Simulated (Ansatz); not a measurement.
## WS2: pressure 9 GPa

Start from WS2 in the 2H-MoS2 type structure (space group P6_3/mmc, No. 194; a = 3.154 Å, c = 12.141 Å; layered, stacked along the Cartesian z axis).

Now apply this change: a hydrostatic pressure of 9 GPa.

Computed with DFT with PBE-D3(BJ), PAW potentials and a 420 eV plane-wave cutoff in Ansatz (a program for electronic structure), without spin-orbit coupling, earlier PAW set. k-mesh 12×12×3 (Γ-centred); smearing 0.05 eV (Fermi–Dirac).

- Volume per atom = 15.67 Å³ (base 17.44 Å³)
- Density = 8.76 g/cm³ (base 7.87 g/cm³)
- Lattice parameter a = 3.088 Å (base 3.154 Å)
- c/a ratio = 3.686 (base 3.849)
- Shortest interatomic distance = 2.383 Å (base 2.408 Å)
- Enthalpy H = E + PV relative to the base's energy = +0.92 eV/atom
- Band gap = 0.46 eV (base 0.88 eV)
- Width of the top valence band = 2.17 eV (base 1.88 eV)
- Electron mass = 0.36 mₑ along c, 0.44 mₑ across (off the special points)
- Valence-band top at Γ (three highest levels, from the VBM) = 0.00, -1.04, -1.83 eV (base 0.00, -1.30, -1.42 eV)

Final structure:

```xyz
6
Lattice="3.0881 0.0000 0.0000 -1.5441 2.6744 0.0000 0.0000 0.0000 11.3842" Properties=species:S:1:pos:R:3 pbc="T T T"
W      0.0000     1.7829     2.8461
W      1.5441     0.8915     8.5382
S      0.0000     1.7829     6.9572
S      1.5441     0.8915     1.2650
S      1.5441     0.8915     4.4271
S      0.0000     1.7829    10.1192
```

Cost of the whole job for the changed cell (relaxation, final SCF and bands): roughly 50 core-seconds.

With W present, leaving out spin-orbit coupling can change the band edges. Load acts through the strain it causes; cell and atoms are relaxed under it. Effective masses come from finite differences of ±0.01 Å⁻¹. No phonon test of stability was made. Competing high-pressure phases were not computed.
